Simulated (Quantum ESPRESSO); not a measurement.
Quantum ESPRESSO is run on LaPt3 (Pm-3m, 4 atoms in the cell), and the run fails. The aim is a self-consistent single point with DFT, PBEsol, plane waves, GBRV 1.5 ultrasoft (PBESOL) pseudopotentials.

Cell that was meant: a = 4.2144 Å, b = 4.2144 Å, c = 4.2144 Å, α = 90.00°, β = 90.00°, γ = 90.00°.

Part of the input:

```fortran
   ntyp = 2,
   ecutwfc = 40,
   ecutrho = 320,
   occupation = 'smearing',
   smearing = 'methfessel-paxton',
   degauss = 0.0073499,
/
```

Output (repeated stretches shortened):

```
     This program is part of the open-source Quantum ESPRESSO suite
     for quantum simulation of materials; please cite

 %%%%%%%%%%%%%%%%%%%%%%%%%%%%%%%%%%%%%%%%%%%%%%%%%%%%%%%%%%%%%%%%%%%%%%%%%%%%%%
     Error in routine  read_namelists (1):
      bad line in namelist &system: "   occupation = 'smearing'," (error could be in the previous line)
 %%%%%%%%%%%%%%%%%%%%%%%%%%%%%%%%%%%%%%%%%%%%%%%%%%%%%%%%%%%%%%%%%%%%%%%%%%%%%%

     stopping ...
```

**Question.** Read the log: what does the program object to, and what is the fix?

**Answer.** The fault is a keyword that the program does not know. The program does not know a key of this name. To fix it, use the program's own name for the key. The program stopped before any SCF iteration.

The sound input it was made from differs as follows (other fixes are possible):
```diff
-   occupation = 'smearing',
+   occupations = 'smearing',
```

With that input, the run converged in 20 iterations: free energy E − TS -9987.6356 eV; Fermi level (on the code's own zero) 18.35 eV; pressure -5.76 GPa (DFT, PBEsol, plane waves, GBRV 1.5 ultrasoft (PBESOL) pseudopotentials).

On the sound input: the starting cell comes from a database of computed structures (which also holds hypothetical and non-ambient phases and stackings), without a prior relaxation at this level. Spin polarisation is off. With a pressure of about -6 GPa the cell is away from its equilibrium volume at this level.
